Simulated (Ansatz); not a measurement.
# Pressure series in TiO2

The reference is TiO₂ in the anatase structure (space group I4_1/amd, No. 141; a = 3.799 Å, c = 9.701 Å).

Cell and atoms are relaxed at each pressure.

Calculations: PBE/PAW in Ansatz (a first-principles code), no spin-orbit coupling.

Notes on the quantities. enthalpy: H = E + PV relative to the base's energy.

| change | enthalpy | c/a ratio | smallest direct gap | lattice parameter a | band gap |
|---|---|---|---|---|---|
| base | – | 2.554 | 2.43 eV | 3.799 Å | 2.13 eV |
| pressure −2 GPa | -0.15 eV/atom | 2.567 | 2.41 eV | 3.807 Å | 2.13 eV |
| pressure −1 GPa | -0.07 eV/atom | 2.561 | 2.42 eV | 3.803 Å | 2.13 eV |
| pressure 0.3 GPa | +0.02 eV/atom | 2.552 | 2.43 eV | 3.797 Å | 2.13 eV |
| pressure 0.7 GPa | +0.05 eV/atom | 2.549 | 2.44 eV | 3.796 Å | 2.12 eV |
| pressure 1.5 GPa | +0.11 eV/atom | 2.543 | 2.44 eV | 3.793 Å | 2.12 eV |
| pressure 3 GPa | +0.22 eV/atom | 2.531 | 2.45 eV | 3.788 Å | 2.11 eV |
| pressure 5 GPa | +0.36 eV/atom | 2.516 | 2.46 eV | 3.782 Å | 2.10 eV |
| pressure 7.5 GPa | +0.53 eV/atom | 2.495 | 2.47 eV | 3.776 Å | 2.08 eV |
| pressure 10 GPa | +0.71 eV/atom | 2.474 | 2.48 eV | 3.770 Å | 2.06 eV |

Load acts through the strain it causes; cell and atoms are relaxed under it. No phonon test of stability was made. No other phases were tried under pressure. All final runs are without spin polarisation.
